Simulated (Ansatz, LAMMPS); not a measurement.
Si well of 20 atomic layers along [001] in random Si0.7Ge0.3, interfaces one step of a layer

Cell 16.67 × 16.67 × 60.38 Å, Si660Ge132, 792 atoms. Prepared with LAMMPS with Tersoff's 1989 multicomponent potential (SiCGe.tersoff): minimisation. 

All values below come from PBE, support functions at accuracy medium on the grid of 370 eV (norm-conserving potentials; Ansatz, an electronic-structure program).

Basis: localised support functions (accuracy medium) on a full density matrix. k-points: zone centre alone; occupations: Fermi-Dirac, 0.010 eV; spin polarisation not allowed. Scalar-relativistic, no spin-orbit coupling.

The Kohn-Sham gap of the cell on its k-mesh is 0.36 eV and the weight of the highest filled level on the well is 0.37. The weight of the lowest empty level on the well is 0.97. The coordination (neighbours within 2.861 Å) is 100.0 % 4-fold and the Ge-Ge bonds, mean ± spread is 2.469 ± 0.007 Å. The Ge-Si bonds, mean ± spread is 2.423 ± 0.006 Å and the Si-Si bonds, mean ± spread is 2.383 ± 0.005 Å. The bond angles, mean ± spread is 109.5° ± 1.1° and the pressure is -1.03 GPa. The cost of the final run is about 70 core-minutes (a rough figure), 15 SCF iterations, 16 GiB.
